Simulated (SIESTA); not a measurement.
# A self-consistent single point of Sb (R-3m, 2 atoms in the cell) with SIESTA

Computed with SIESTA 5.4.2 with GGA PBEsol, numerical atomic orbitals TZP, PseudoDojo PBEsol standard norm-conserving potentials (rewritten from UPF to PSML).

The input file:

```
# files in the folder: Sb.psml (PseudoDojo PBEsol standard)
SystemName  Sb
SystemLabel siesta

NumberOfAtoms                2
NumberOfSpecies              1
%block ChemicalSpeciesLabel
  1 51 Sb
%endblock ChemicalSpeciesLabel
LatticeConstant              1.0 Ang
%block LatticeVectors
     3.977128000   -2.165775000    0.000000000
     3.977128000    2.165775000    0.000000000
     2.797739000    0.000000000    3.561009000
%endblock LatticeVectors
AtomicCoordinatesFormat      Fractional
%block AtomicCoordinatesAndAtomicSpecies
     0.233500000    0.233500000    0.233500000  1
     0.766500000    0.766500000    0.766500000  1
%endblock AtomicCoordinatesAndAtomicSpecies

XC.functional                GGA
XC.authors                   PBEsol
PAO.BasisSize                TZP
PAO.EnergyShift              0.01 Ry
MeshCutoff                   300 Ry
%block kgrid.MonkhorstPack
    6   0   0  0.0
    0   6   0  0.0
    0   0   6  0.0
%endblock kgrid.MonkhorstPack
OccupationFunction           FD
ElectronicTemperature        0.1 eV

MaxSCFIterations             150
SCF.Mixer.Method             Pulay
SCF.Mixer.Weight             0.25
SCF.Mixer.History            8
SCF.DM.Tolerance             1.0E-04
Diag.ParallelOverK           true
WriteForces                  true
Charge.Mulliken              end
```

Log, with long lists cut:

```
reinit: Reading from file input.fdf

reinit: System Name: Sb
reinit: System Label: siesta

coor:   Atomic-coordinates input format  =     Fractional

siesta: Atomic coordinates (Bohr) and species
siesta:      4.74433   0.00000   1.57130  1        1
siesta:     15.57400   0.00000   5.15803  1        2

siesta: System type = bulk

initatomlists: Number of atoms, orbitals, and projectors:      2    44    64

siesta: ******************** Simulation parameters ****************************
redata: Spin configuration                          = none
redata: Time-Reversal Symmetry                      = T
redata: Number of Atomic Species                    =        1
redata: Mesh Cutoff                                 =   300.0000 Ry
redata: Net charge of the system                    =     0.0000 |e|
redata: Min. number of SCF Iter                     =        0
redata: Max. number of SCF Iter                     =      150
redata: SCF convergence failure will abort job
redata: SCF mix quantity                            = Hamiltonian
redata: Mix DM or H after convergence               =   F
redata: Recompute H after scf cycle                 =   F
redata: Mix DM in first SCF step                    =   T
redata: No kicks to SCF
redata: DM Mixing Weight for Kicks                  =     0.5000
redata: Require Harris convergence for SCF          =   F
redata: Harris energy tolerance for SCF             =     0.000100 eV
redata: Require DM convergence for SCF              =   T
redata: DM tolerance for SCF                        =     0.000100
redata: Require EDM convergence for SCF             =   F
redata: EDM tolerance for SCF                       =     0.001000 eV
redata: Require H convergence for SCF               =   T
redata: Hamiltonian tolerance for SCF               =     0.001000 eV
redata: Require (free) Energy convergence for SCF   =   F
redata: (free) Energy tolerance for SCF             =     0.000100 eV
redata: Using DFT-D3 dispersion                     =   F
redata: Using Saved Data (generic)                  =   F
redata: Method of Calculation                       = Diagonalization
redata: Electronic Temperature                      =  1160.4518 K
redata: Number of TDED substeps                     =        3
redata: Dynamics option                             = Single-point calculation
redata: Save all siesta data in one NC              =   F
redata: ***********************************************************************

%block SCF.Mixers
  Pulay
%endblock SCF.Mixers

%block SCF.Mixer.Pulay
  # Mixing method
  method pulay
  variant stable

  # Mixing options
  weight 0.2500
  weight.linear 0.2500
  history 8
%endblock SCF.Mixer.Pulay

DM_history_depth set to one: no extrapolation allowed by default for geometry relaxation
Size of DM history Fstack: 1
Total number of electrons:    30.000000
Total ionic charge:    30.000000

* ProcessorY, Blocksize:    1  45

* Orbital distribution balance (max,min):    44    44

k-point displ. along   1 input, could be:     0.00    0.50
k-point displ. along   2 input, could be:     0.00    0.50
k-point displ. along   3 input, could be:     0.00    0.50
 Kpoints in:          144 . Kpoints trimmed:          132

siesta: k-grid: Number of k-points = 132
siesta: k-points from Monkhorst-Pack grid
siesta: k-cutoff (effective) =    12.995 Ang
siesta: k-point supercell and displacements
siesta: k-grid:     6     0     0      0.000
siesta: k-grid:     0     6     0      0.000
siesta: k-grid:     0     0     6      0.000

diag: Algorithm                                     = D&C
diag: Parallel over k                               =   F
diag: Use parallel 2D distribution                  =   F
diag: Parallel block-size                           = 45
diag: Parallel distribution                         =     1 x     1
diag: Used triangular part                          = Lower
diag: Absolute tolerance                            =  0.100E-15
diag: Orthogonalization factor                      =  0.100E-05
diag: Memory factor                                 =  1.0000

superc: Internal auxiliary supercell:     5 x     5 x     5  =     125
superc: Number of atoms, orbitals, and projectors:    250   5500   8000

                        Single-point calculation

superc: Internal auxiliary supercell:     5 x     5 x     5  =     125
superc: Number of atoms, orbitals, and projectors:    250   5500   8000

outcell: Unit cell vectors (Ang):
        3.977128   -2.165775    0.000000
        3.977128    2.165775    0.000000
        2.797739    0.000000    3.561009

outcell: Cell vector modules (Ang)   :    4.528590    4.528590    4.528590
outcell: Cell angles (23,13,12) (deg):     57.1417     57.1417     57.1417
outcell: Cell volume (Ang**3)        :     61.3460
new_DM -- step:     1
Initializing Density Matrix...

Attempting to read DM from file... Failed...
DM filled with atomic data:

InitMesh: MESH = 40 x 40 x 40 = 64000
InitMesh: Mesh cutoff (required, used) =   300.000   310.231 Ry

stepf: Fermi-Dirac step function

        iscf     Eharris(eV)        E_KS(eV)     FreeEng(eV)     dDmax    Ef(eV) dHmax(eV)
   scf:    1    -4939.683782    -4937.439985    -4937.450879  1.093343 -2.931820  2.881988
   scf:    2    -4937.674252    -4937.561411    -4937.572029  0.033396 -3.038243  1.886671
   scf:    3    -4937.702920    -4937.643675    -4937.653697  0.051593 -3.233809  0.111328
   scf:    4    -4937.645455    -4937.644777    -4937.654820  0.005373 -3.239905  0.019239
   scf:    5    -4937.644630    -4937.644715    -4937.654802  0.001296 -3.230638  0.039727
   scf:    6    -4937.644791    -4937.644758    -4937.654839  0.001097 -3.234146  0.001152
   scf:    7    -4937.644757    -4937.644758    -4937.654840  0.000031 -3.234083  0.000217

SCF Convergence by DM+H criterion
max |DM_out - DM_in|         :     0.0000309354
max |H_out - H_in|      (eV) :     0.0002173103
SCF cycle converged after 7 iterations

Using DM_out to compute the final energy and forces

siesta: E_KS(eV) =            -4937.6448

siesta: E_KS - E_eggbox =     -4937.6448

siesta: Atomic forces (eV/Ang):
     1    0.204245   -0.000000    0.067645
     2   -0.204245    0.000000   -0.067645
   Tot   -0.000000   -0.000000   -0.000000
   Max    0.204245
   Res    0.124220    sqrt( Sum f_i^2 / 3N )
   Max    0.204245    constrained

Stress tensor Voigt[x,y,z,yz,xz,xy] (kbar):        2.78        5.08        4.83        0.00       -0.76       -0.00
(Free)E + p*V (eV/cell)    -4937.8169
Target enthalpy (eV/cell)    -4937.6548

siesta: Program's energy decomposition (eV):
siesta: Ebs     =      -739.954283
siesta: Eions   =      4427.495193
siesta: Ena     =       408.374526
siesta: Ekin    =      2885.088748
siesta: Enl     =     -2583.855413
siesta: Eso     =         0.000000
siesta: Edftu   =         0.000000
siesta: DEna    =         0.321229
siesta: DUscf   =         0.470304
siesta: DUext   =         0.000000
siesta: Ex      =     -1144.305949
siesta: Ec      =       -76.243010
siesta: Exc     =     -1220.548959
siesta: Eharris =     -4937.644757
siesta: Etot    =     -4937.644758
siesta: FreeEng =     -4937.654840

siesta: Atomic forces (eV/Ang):
siesta:      1    0.204245   -0.000000    0.067645
siesta:      2   -0.204245    0.000000   -0.067645
siesta: ----------------------------------------
siesta:    Tot   -0.000000   -0.000000   -0.000000

siesta: Stress tensor (static) (eV/Ang**3):
siesta:     0.001738    0.000000   -0.000475
siesta:    -0.000000    0.003172   -0.000000
siesta:    -0.000475    0.000000    0.003015

siesta: Cell volume =         61.345961 Ang**3

siesta: Pressure (static):
siesta:                Solid            Molecule  Units
siesta:          -0.00002877          0.00004810  Ry/Bohr**3
siesta:          -0.00264158          0.00441608  eV/Ang**3
siesta:          -4.23228536          7.07534012  kBar

mulliken: Atomic and Orbital Populations:

Species: Sb
Atom  Qatom  Qorb
               5s      5s      5s      5py     5pz     5px     5py     5pz
               5px     5py     5pz     5px     4dxy    4dyz    4dz2    4dxz
               4dx2-y2 5dxy    5dyz    5dz2    5dxz    5dx2-y2
   1 15.000   1.264  -0.157   0.564   0.510   0.525   0.649  -0.075  -0.082
             -0.143   0.468   0.469   0.477   2.006   2.004   2.005   2.005

              2.005   0.094   0.132   0.052   0.137   0.093
   2 15.000   1.264  -0.157   0.564   0.510   0.525   0.649  -0.075  -0.082
             -0.143   0.468   0.469   0.477   2.006   2.004   2.005   2.005

              2.005   0.094   0.132   0.052   0.137   0.093

mulliken: Qtot =       30.000

Mulliken Atomic Populations:
Atom #   charge [q] valence [e]  Species
     1    -0.000000   15.000000  Sb
     2     0.000000   15.000000  Sb
 Total    -0.000000
```

The run converged in 7 iterations.

The starting cell has typed, rounded lattice constants, without a prior relaxation at this level. Its lattice was rescaled by up to half a per cent. Values carry the incompleteness of an atom-centred basis.
